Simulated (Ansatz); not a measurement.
Base system: AlAs in the zinc blende structure (space group F-43m, No. 216; a = 5.675 Å). Axes: x, y, z lie along the cube axes.

The values are results of PBEsol (Ansatz, an electronic-structure program, PAW, spin-orbit coupling left out), not measurements.

Base values:

| Quantity | Result |
|---|---|
| Valence-band top at Γ | 0.00, 0.00, 0.00 eV |

Modification: tensor shear ε_xz = −3.35 % (engineering shear γ = -0.0670), atoms relaxed at fixed cell.

Problem. Predict the new valence-band top at Γ.

Solution. The valence-band top at Γ (three highest levels, from the VBM) goes from 0.00, 0.00, 0.00 eV to 0.00, -0.34, -0.57 eV.

Problem. Estimate the effect on the largest internal atomic displacement.

Solution. The largest internal atomic displacement comes out as 0.029 Å.

The levels and masses belong to the bands next to the band gap. The cells carry an imposed strain or load. Stability against distortions was not tested.
